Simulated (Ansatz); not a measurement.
Base system: BN in the zinc blende structure (space group F-43m, No. 216; a = 3.606 Å). Axes: x, y, z lie along the cube axes.

Level of theory: plane-wave PAW DFT at the PBEsol level (Ansatz, an electronic-structure program, 420 eV), spin-orbit coupling left out.

Base values:

```
Property                            Result
---------------------  -------------------
Volume per atom                    5.86 Å³
Valence-band top at Γ  0.00, 0.00, 0.00 eV
```

The change: biaxial strain −2.50 %, plane normal [111], relaxed out of plane (Cartesian); in-plane vectors clamped, the third vector and the atoms free.

Question: What happens to the volume per atom, energy relative to the base, valence-band top at Γ and in-plane stress?

Answer: The volume per atom drops by 0.27 Å³ (5.86 Å³ → 5.59 Å³); the energy goes up by 26 meV/atom; the valence-band top at Γ (three highest levels, from the VBM) becomes 0.00, 0.00, -0.24 eV (base: 0.00, 0.00, 0.00 eV); the mean in-plane stress (compression positive) amounts to +29.8 GPa.

The levels and masses belong to the bands next to the band gap. Stability against distortions was not tested.
